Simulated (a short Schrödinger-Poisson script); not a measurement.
Solved with a short Schrödinger-Poisson script written for these runs: 1D Poisson equation in equilibrium, electrons quantum, Hartree (BenDaniel-Duke, 12 states a valley, the channel's in-plane mass for all, wave functions ending at the dielectric), parabolic valleys, classical holes, full ionisation, no traps, pinning or gate leakage.

Stack: MOS inversion layer, SiO2 on p-type Si(100), at 400 K.

From the gate side: 1.3 nm SiO2; 750 nm Si, acceptors 3.3e17 cm⁻³.

The device is made up for the run: typed textbook-type constants, with dimensions and the other settings drawn at random. SiO2: permittivity 3.9, conduction-band edge (eV) 3.15, gap (eV) 9, electron mass (mₑ) 0.5. Si: permittivity 11.7, conduction-band edge (eV) 0, gap (eV) 1.124, Nv at 300 K (cm⁻³) 3.1e19.

Channel valleys (confinement mass, in-plane density-of-states mass, number): Δ2 0.916, 0.19, 2; Δ4 0.19, 0.417, 4. At the gate the conduction-band edge of layer 1 lies 3.42 eV − eVg above the Fermi level of the channel; the field vanishes at the back. Gaps are held at their typed values at every temperature. Mesh 0.03 nm at interfaces.

### Question
Give the centroid of the channel electrons at Vg = 1.1 V (nm); the sheet density of all electrons at Vg = 1.1 V (cm⁻²); the gate voltage at 1e11 electrons/cm² (V).

### Answer
centroid of the channel electrons at Vg = 1.1 V (nm): 1.70; sheet density of all electrons at Vg = 1.1 V (cm⁻²): 8.01e12; gate voltage at 1e11 electrons/cm² (V): 0.30.
